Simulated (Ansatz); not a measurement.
The starting structures come from a database of crystals and need not be the phases stable at ambient conditions.

Inside the gap of an insulator the Bloch states are evanescent, with a wavenumber k + iκ along the transport direction.

Input:

```
MoSe2
1.0
    5.68553     0.00000     0.00000
    1.89518     6.33116     0.00000
    2.84277     0.00000     1.64127
Mo Se
1 2
Direct
  0.33318   0.00046   0.00000
  0.57860   0.26419   0.00000
  0.75454   0.73637   0.00000
```

Space group of this cell: R3m. The cell was relaxed by PBE-D3(BJ); by PBEsol its mean pressure is -1.0 GPa.

Transport runs along the normal of the first two printed cell vectors, the (110) plane of the conventional cell.

The gap is the functional's own, uncorrected, and κ follows it; spin-orbit coupling is left out. Mid-gap values are interpolated between the computed energies.

**Question.** Predict the band gap and the smallest decay constant κ at mid-gap from PBEsol (Ansatz, a program for electronic structure).

**Answer.** Gap 0.74 eV on a 18×18×18 mesh; κ = 0.194 1/Å, at the zone centre.
